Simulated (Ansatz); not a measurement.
# Effect of biaxial strain −1.13 %, plane normal [001], relaxed out of plane on Ir

Take Ir in the fcc (Cu type) structure (space group Fm-3m, No. 225; a = 3.830 Å) as the base. Axes: x, y, z lie along the cube axes.

Perturbation: compressive biaxial strain of 1.13 % in the plane normal to [001], as in epitaxy on a mismatched substrate; the out-of-plane cell vector and the atoms relax.

Method: PBEsol/PAW in Ansatz (a first-principles code), no spin-orbit coupling. k-mesh 21×21×21 (Γ-centred); smearing 0.05 eV (Fermi–Dirac).

The volume per atom drops by 0.19 Å³, from 14.05 Å³ to 13.86 Å³ and the space group becomes I4/mmm (No. 139) (base: Fm-3m (No. 225)). The shortest interatomic distance decreases by 0.031 Å, from 2.709 Å to 2.678 Å and the energy grows by 8.2 meV/atom. The pressure (mean of the normal stresses, compression positive) goes from zero to 5.6 GPa and the band gap is still zero. The out-of-plane strain comes out as +0.90 % (rough) and the mean in-plane stress (compression positive) comes out as +8.4 GPa (rough).

Final structure (turned so that z lies along the plane normal):

```xyz
1
Lattice="2.6780 0.0000 0.0000 0.0000 2.6780 0.0000 1.3390 -1.3390 1.9325" Properties=species:S:1:pos:R:3 pbc="T T T"
Ir     0.0000     0.0000     0.0000
```

Without a gap, meshes like the base's 21×21×21 leave anisotropic stresses uncertain by several tenths of a GPa, and small strain energies with them. Stability against distortions was not tested. The final runs are not spin-polarised.
